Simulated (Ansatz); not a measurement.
Start from Pb in the fcc (Cu type) structure (space group Fm-3m, No. 225; a = 4.9341 Å; relaxed with 0.1 eV smearing). Axes: x, y, z lie along the cube axes.

Structures relaxed with PBEsol, PAW, 420 eV (Ansatz, an electronic-structure program; no spin-orbit coupling).

Base:

Simulated powder pattern, Cu Kα1, λ = 1.54056 Å (kinematic, ideal powder, no thermal factors, no anomalous dispersion; the 8 strongest lines at most, above 2 %, up to 2θ = 90°):

```tsv
2θ (°)	I/Imax (%)	hkl
31.38	100	(111)
36.39	51	(200)
52.41	37	(220)
62.36	44	(311)
65.47	13	(222)
77.28	6.1	(400)
85.76	19	(331)
88.56	18	(420)
```

It is then changed as follows: biaxial strain +2.08 %, plane normal [111], relaxed out of plane (Cartesian); in-plane vectors clamped, the third vector and the atoms free.

After the change:

Simulated powder pattern, Cu Kα1, λ = 1.54056 Å (kinematic, ideal powder, no thermal factors, no anomalous dispersion; the 8 strongest lines at most, above 2 %, up to 2θ = 90°):

```json
[
 {"2θ (°)": "30.87", "I/Imax (%)": "100", "hkl": "(1 1 -1)"},
 {"2θ (°)": "32.02", "I/Imax (%)": "30", "hkl": "(111)"},
 {"2θ (°)": "36.13", "I/Imax (%)": "66", "hkl": "(200)"},
 {"2θ (°)": "51.26", "I/Imax (%)": "25", "hkl": "(2 0 -2)"},
 {"2θ (°)": "52.78", "I/Imax (%)": "23", "hkl": "(220)"},
 {"2θ (°)": "61.04", "I/Imax (%)": "15", "hkl": "(1 1 -3)"},
 {"2θ (°)": "61.73", "I/Imax (%)": "29", "hkl": "(3 1 -1)"},
 {"2θ (°)": "63.08", "I/Imax (%)": "14", "hkl": "(311)"}
]
```

The indices refer to the base's conventional cell; one index is shown for lines that coincide. The space group is now R-3m (No. 166).

Whether these cells are dynamically stable was not tested.
